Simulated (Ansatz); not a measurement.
# How far to go with the k-point mesh: Bi (R-3m, 2 atoms in the cell)

```
CELL_PARAMETERS angstrom
      4.14499    -2.26363     0.00000
      4.14499     2.26363     0.00000
      2.90880     0.00000     3.72073
ATOMIC_POSITIONS crystal
  Bi 0.23824 0.23824 0.23824
  Bi 0.76600 0.76600 0.76600
```

Method of the run: PBEsol, default PAW files made with PBE (plane waves; Ansatz, an electronic-structure program).

Base settings: basis.ecutwfc = 420 eV; kpoints.mp_grid.grid = 9 9 9; hamiltonian.xc = pbesol; hamiltonian.pseudopotentials = {kind: paw} (the program's default PAW files); scf.occupations.method = gaussian; scf.occupations.width = 0.1 eV.

The second cell is the first with its lattice scaled by 0.98.

Only quantities that move along the ladder and can be compared are tabulated.

The count of work is k-points × plane waves × bands × iterations; it is no time. Core times come from one kind of shared machine, to one figure; runs under 30 s give none.

The starting cell has typed, rounded lattice constants, without a prior relaxation at this level. Its lattice was rescaled by up to half a per cent. One atom was moved a little off its site on purpose. Ansatz's pressure includes its estimate of the finite-basis (Pulay) stress.

```tsv
kpoints.mp_grid.grid	free energy less the last step's (meV/atom)	energy of the compressed cell less the first (meV/atom)	pressure (GPa)	largest difference of a force vector from the last step's (eV/Å)	count of work / last	core time / last (rough)
2 2 2	936.96	97.92	5.72	2.882	0.0020	–
3 3 3	-74.69	10.98	-0.78	0.163	0.0023	–
4 4 4	-26.04	11.07	-0.72	0.235	0.0049	–
5 5 5	-21.74	10.57	-0.75	0.143	0.0072	–
6 6 6	-11.68	13.48	-0.54	0.111	0.012	–
7 7 7	-13.44	12.29	-0.62	0.017	0.017	–
8 8 8	-5.80	13.24	-0.55	0.046	0.025	–
9 9 9	-6.17	13.43	-0.54	0.003	0.038	–
10 10 10	-3.94	13.43	-0.53	0.005	0.051	–
12 12 12	-2.26	13.78	-0.51	0.007	0.084	–
13 13 13	-1.79	13.74	-0.51	0.011	0.10	–
14 14 14	-1.29	13.88	-0.50	0.011	0.11	–
16 16 16	-0.64	13.94	-0.49	0.012	0.16	–
17 17 17	-0.44	13.95	-0.49	0.013	0.22	0.2
19 19 19	-0.14	14.00	-0.49	0.011	0.30	0.3
21 21 21	0.04	14.02	-0.49	0.008	0.40	0.4
24 24 24	0.09	14.02	-0.49	0.004	0.58	0.6
26 26 26	0.07	14.01	-0.49	0.001	0.73	0.7
29 29 29	0.00	14.00	-0.49	0.000	1.0	1
```

Coarsest kpoints.mp_grid.grid that holds the free energy within 0.5 meV/atom of the last step, with all finer ones: 17 17 17, at 0.22 of the last step's count of work and about 0.2 of the last step's time; the step before is off by 0.64 meV/atom.

Coarsest kpoints.mp_grid.grid that holds the pressure within 1 GPa of the last step, with all finer ones: 3 3 3, at 0.0023 of the last step's count of work; the step before is off by 6.2 GPa.

Coarsest kpoints.mp_grid.grid that holds the energy of the compressed cell less the first within 0.2 meV/atom of the last step, with all finer ones: 14 14 14, at 0.11 of the last step's count of work; the step before is off by 0.26 meV/atom.

The energy difference between the two cells stays within 1 meV/atom of the last step's from 8 8 8 on, the total only from 16 16 16 on: much of the error is common to both cells and cancels.

Two neighbours can agree and both be off: 8 8 8 and 9 9 9 differ by 0.37 meV/atom in the free energy, yet lie about 6.2 meV/atom from the last step.

Keys are those of Ansatz 0.2.
